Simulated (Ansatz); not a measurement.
## Response to strain in ZrSe2

The parent structure is ZrSe₂ in the CdI2 type structure (space group P-3m1, No. 164; a = 3.660 Å, c = 5.841 Å; layered, stacked along the Cartesian z axis; relaxed with 0.1 eV smearing). Axes: x lies along a and z along c of the hexagonal cell.

Strains are applied to the cell and any free atomic positions relax; under stress the whole cell relaxes.

The values are results of PBEsol-D3(BJ) (Ansatz, an electronic-structure program; PAW; 420 eV plane waves; scalar-relativistic without spin-orbit coupling), earlier PAW set, not measurements.

Candidates:
(a) uniaxial strain ε_yy = −4.71 %
(b) isotropic strain +4.22 %
(c) uniaxial stress, 2 GPa compression along z
(d) uniaxial stress, 1 GPa tension along x
(e) isotropic strain −2.11 %

Notes on the quantities. energy relative to the base: free energy F.

Q: Order them by energy relative to the base, lowest first.

A: (d) uniaxial stress, 1 GPa tension along x (+0.7 meV/atom), (c) uniaxial stress, 2 GPa compression along z (+3.0 meV/atom), (e) isotropic strain −2.11 % (+15 meV/atom), (a) uniaxial strain ε_yy = −4.71 % (+19 meV/atom), (b) isotropic strain +4.22 % (+45 meV/atom)

Beyond what the load breaks, stability against distortions was not tested. All final runs are without spin polarisation.
